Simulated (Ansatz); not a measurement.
The parent structure is GaAs in the rock salt structure (space group Fm-3m, No. 225; a = 5.392 Å; a hypothetical phase, not in the database extracts checked).

(Cell as relaxed with PBE.)

Levels (all Ansatz, an electronic-structure program, PAW, earlier PAW set): PBE (420 eV, scalar-relativistic without spin-orbit coupling); r2SCAN (500 eV, no SOC).

Each level relaxes its own structure.

```csv
quantity,PBE,r2SCAN
volume per atom,19.60 Å³,(withheld)
lattice parameter a,5.392 Å,(withheld)
band gap,zero,(withheld)
```

Q: What does r2SCAN give?

A: 
- volume per atom, r2SCAN: 18.92 Å³
- lattice parameter a, r2SCAN: 5.329 Å
- band gap, r2SCAN: zero

PBE's volume per atom lies 0.68 Å³ above r2SCAN's (3.6 %); PBE's lattice parameter a lies 0.063 Å above r2SCAN's (1.2 %); the two agree on the band gap. Neither level is exact; r2SCAN is the comparison here, not a measurement.

Stability against distortions was not tested. The final runs are not spin-polarised.
